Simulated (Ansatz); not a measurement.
## A computed series for CdTe: response to strain

Start from CdTe in the zinc blende structure (space group F-43m, No. 216).

```xyz
2
Lattice="0.0000 3.2788 3.2788 3.2788 0.0000 3.2788 3.2788 3.2788 0.0000" Properties=species:S:1:pos:R:3 pbc="T T T"
Te     4.9182     4.9182     4.9182
Cd     0.0000     0.0000     0.0000
```

Cartesian axes are those of the cell as printed.

Strains are applied to the cell and any free atomic positions relax.

The values are results of r2SCAN/PAW in Ansatz (an electronic-structure program), no SOC, not measurements.

Candidates:
(a) tensor shear ε_xy = +1.19 %
(b) isotropic strain −1.09 %
(c) tensor shear ε_yz = −3.18 %
(d) uniaxial strain ε_zz = −1.00 %

Notes on the quantities. energy relative to the base: free energy F.

Task: Order them by energy relative to the base, lowest first.

Result: (d) uniaxial strain ε_zz = −1.00 % (+0.6 meV/atom), (a) tensor shear ε_xy = +1.19 % (+1.2 meV/atom), (b) isotropic strain −1.09 % (+4.9 meV/atom), (c) tensor shear ε_yz = −3.18 % (+8.9 meV/atom)

Whether these cells are dynamically stable was not tested.
